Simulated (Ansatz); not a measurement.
An Ansatz (a first-principles code) input (DFT with PBEsol-D3(BJ), PAW potentials and a 420 eV plane-wave cutoff in Ansatz, scalar-relativistic without spin-orbit coupling):

Ansatz 0.2 input:
```yaml
crystal:
  lattice:
    - [3.6619098211, 0, 0]
    - [-1.8309549106, 3.1713069314, 0]
    - [0, 0, 5.8416680578]
  atoms:
    - { symbol: Zr, position: [0, 0, 0] }
    - { symbol: Se, position: [0.3333333333, 0.6666666667, 0.2750269474] }
    - { symbol: Se, position: [0.6666666667, 0.3333333333, 0.7249730526] }
basis: { ecutwfc: 420, ecutrho_ratio: 4, xc_grid: 2, fft_grid_basis: typed }
kpoints: { mp_grid: { grid: [15, 15, 8] } }
hamiltonian:
  xc: pbesol
  dispersion: d3bj
  pseudopotentials: { kind: paw }
scf: { occupations: { method: fermi_dirac, width: 0.05 }, convergence: { dr2_threshold: 0.0000000003 } }
output: { forces: true, stress: true }
```

Q: Which symmetry and how many k-points will the program report, and about how many plane waves at Γ?

A: Space group P-3m1 (ITA 164) with 12 operations, k-points 192 of 1800, and 1327 plane waves at Γ.

Whether these cells are dynamically stable was not tested. All final runs are without spin polarisation. The cell is ZrSe2 in the CdI2 type structure (space group P-3m1, No. 164; layered, stacked along the Cartesian z axis).
